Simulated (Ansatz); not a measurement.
TaGeO (model structure, started from the ZrSiS type, P4/nmm, No. 129, 6 atoms in the cell), treated with PBEsol (PAW; Ansatz, a program for electronic structure).

Numerical settings: plane-wave cutoff 520 eV, 16×16×8 k mesh (along the axes of the cell as run), Fermi–Dirac smearing 0.05 eV, scalar-relativistic PAW data made under PBE.

Cell (relaxed at this level):

TaGeO has the tetragonal space group P4/nmm, origin choice 1 (No. 129), Pearson symbol tP6. Cell: a = 3.378 Å, b = 3.378 Å, c = 6.890 Å, α = 90.00°, β = 90.00°, γ = 90.00°. Ta on 2c has 1 O at 2.071 Å and 4 O at 2.475 Å and 4 Ge at 2.683 Å. Ge on 2a is coordinated by 4 Ge at 2.389 Å and 4 Ta at 2.683 Å. O on 2c sees 1 Ta at 2.071 Å and 4 Ta at 2.475 Å. (Neighbours: up to the widest gap in distance over summed covalent radii, below 1.35, at either atom; cation-cation and far metal-metal contacts left out.)

Q: Estimate the bulk modulus B0 that the calculation returns.

A: 
* **bulk modulus B0**: 173 GPa

The run finds no gap.

Note: the bulk modulus is −V dP/dV from two relaxed cells at ±2 % in volume; the relaxation could raise the start's symmetry but not lower it, so the cell can be a saddle point.

Spin–orbit coupling is not included; it can open a gap where bands touch, and shift volumes and moduli.

Static lattice: no zero-point or thermal effects.

Cost on a shared machine: about 11 core-minutes (a rough figure).

A model structure was made by putting elements into a prototype or built by hand; it is no filed structure, need not be a known phase, and can be a saddle point held by its symmetry.
